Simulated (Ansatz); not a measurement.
The reference is Zr in the hcp (Mg type) structure (space group P6_3/mmc, No. 194; relaxed with 0.1 eV smearing).

```
CELL_PARAMETERS angstrom
      3.18249     0.00000     0.00000
     -1.59125     2.75612     0.00000
      0.00000     0.00000     5.12352
ATOMIC_POSITIONS crystal
  Zr 0.33333 0.66667 0.75000
  Zr 0.66667 0.33333 0.25000
```

Cartesian axes are those of the cell as printed.

All numbers come from PBEsol, PAW, 420 eV (Ansatz, a first-principles code; without spin-orbit coupling).

Strains are applied to the cell and any free atomic positions relax; under stress the whole cell relaxes.

One change was made to it. Results:

```json
[
 {"quantity": "shortest interatomic distance", "base": "3.153 Å", "after": "3.149 Å"},
 {"quantity": "energy relative to the base (free energy F)", "base": "0 meV/atom", "after": "0.0 meV/atom"}
]
```

### Question
Which of these changes matches the shifts?
A) strain tensor (xx, yy, zz, yz, xz, xy) = (−0.66, −0.60, +1.56, +0.30, −0.27, −0.96) %
B) uniaxial strain ε_xx = +2.66 %
C) tensor shear ε_xz = +0.14 %
D) isotropic strain +2.23 %
E) uniaxial stress, 2 GPa compression along x

### Answer
C, tensor shear ε_xz = +0.14 %. For comparison, the energy relative to the base in the other runs: uniaxial stress, 2 GPa compression along x gives +3.3 meV/atom; isotropic strain +2.23 % gives +29 meV/atom; uniaxial strain ε_xx = +2.66 % gives +6.5 meV/atom; strain tensor (xx, yy, zz, yz, xz, xy) = (−0.66, −0.60, +1.56, +0.30, −0.27, −0.96) % gives +2.9 meV/atom.

Stability under load was not tested beyond the relaxation. All final runs are without spin polarisation.
